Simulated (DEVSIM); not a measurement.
Device: illuminated In0.53Ga0.47As p-on-n cell, one wavelength, at 300 K.

```tsv
layer (left to right)	material	thickness (μm)	Nd (cm⁻³)	Na (cm⁻³)	τn (s)	τp (s)	absorption coefficient (cm⁻¹)
1	In0.53Ga0.47As	0.160	-	7.5e17	2.1e-8	2.5e-9	98000
2	In0.53Ga0.47As	0.760	4.4e16	-	2.3e-8	2.3e-8	98000
```

Left contact: ohmic, minority electron recombination velocity 3000 cm/s. Right contact: ohmic, minority hole recombination velocity 6000 cm/s. Voltage is applied to the left contact. Recombination: SRH at mid-gap, radiative, Auger. Light enters at the left, 7.3e16 photons cm⁻² s⁻¹, one pass, no reflection. Mobility is μmin + (μ − μmin)/(1 + (N/Nref)^α).

Constants are typed, rounded textbook-type inputs, not results; the design itself was drawn at random and stands for no fabricated device. Values at 300 K.

```csv
parameter,In0.53Ga0.47As
gap (eV),0.74
affinity (eV),4.51
permittivity,13.9
Nc (cm⁻³),2.1e17
Nv (cm⁻³),7.7e18
μn (cm²/Vs),12000
μp (cm²/Vs),300
"μn,min",300
"μp,min",10
"Nref,n",1.3e17
"Nref,p",4.9e17
αn,0.48
αp,0.4
B (cm³/s),9.6e-11
Cn (cm⁶/s),5e-29
Cp (cm⁶/s),5e-29
```

DEVSIM, 1D drift-diffusion, Boltzmann statistics, complete ionisation; no tunnelling, impact ionisation, image-force lowering or self-heating.

Base results: dark forward voltage at 1 A/cm² (V) 0.457; largest field in the device at zero bias (V/cm) 83000; open-circuit voltage (V) 0.331; largest power (mW/cm²) 2.67.

Task: What follows from this one change: minority lifetime in layer 2 2.3e-08 → 2.3e-07 s?

Result: dark forward voltage at 1 A/cm² 0.457 → 0.467 V; largest field in the device at zero bias little changed (83000 V/cm); open-circuit voltage 0.331 → 0.348 V; largest power 2.67 → 2.95 mW/cm².

Task: What follows from this one change: doping Na of layer 1 7.5e+17 → 2.2e+16 cm^-3?

Result: dark forward voltage at 1 A/cm² 0.457 → 0.440 V; largest field in the device at zero bias 83000 → 44000 V/cm; open-circuit voltage 0.331 → 0.302 V; largest power 2.67 → 2.22 mW/cm².

Task: What follows from this one change: doping Nd of layer 2 4.4e+16 → 1.3e+15 cm^-3?

Result: dark forward voltage at 1 A/cm² 0.457 → 0.373 V; largest field in the device at zero bias 83000 → 44000 V/cm; open-circuit voltage 0.331 → 0.241 V; largest power 2.67 → 1.74 mW/cm².

Task: What follows from this one change: thickness of layer 2 0.76 → 3.8 μm?

Result: dark forward voltage at 1 A/cm² 0.457 → 0.444 V; largest field in the device at zero bias little changed (83000 V/cm); open-circuit voltage 0.331 → 0.321 V; largest power 2.67 → 2.60 mW/cm².
